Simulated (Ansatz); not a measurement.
# α-phase CO

Method: PBEsol in Ansatz (PAW).

Settings: plane-wave cutoff 520 eV, 6×6×6 k mesh, Fermi–Dirac smearing 0.01 eV, scalar-relativistic PAW data made under PBE.

Cell (relaxed at this level):

```cif
data_C4O4
_chemical_formula_sum 'C4 O4'
_space_group_name_H-M_alt 'P213'
_space_group_IT_number 198
_space_group_name_Hall 'P 2ac 2ab 3'
_cell_length_a 6.05652
_cell_length_b 6.05652
_cell_length_c 6.05652
_cell_angle_alpha 90.000
_cell_angle_beta 90.000
_cell_angle_gamma 90.000
loop_
_atom_site_label
_atom_site_type_symbol
_atom_site_symmetry_multiplicity
_atom_site_Wyckoff_symbol
_atom_site_fract_x
_atom_site_fract_y
_atom_site_fract_z
_atom_site_occupancy
C1 C 4 a 0.96500 0.96500 0.96500 1
O1 O 4 a 0.07297 0.07297 0.07297 1
```

| Item | Value |
|---|---|
| band gap | 6.23 eV (direct) |
| Γ–Γ gap | 6.43 eV |

Note: for a layered or molecular solid the relaxed cell lies over 5 % above the published volume, where the minimum can be shallow; the cell comes from a level without a dispersion term, which matters for the spacing of layers, chains or molecules; the volume lies 24 % above that of the published cell.

Computed values are for the static lattice.

Computing time: around 8 core-minutes (rough).

Ansatz is an electronic-structure program.
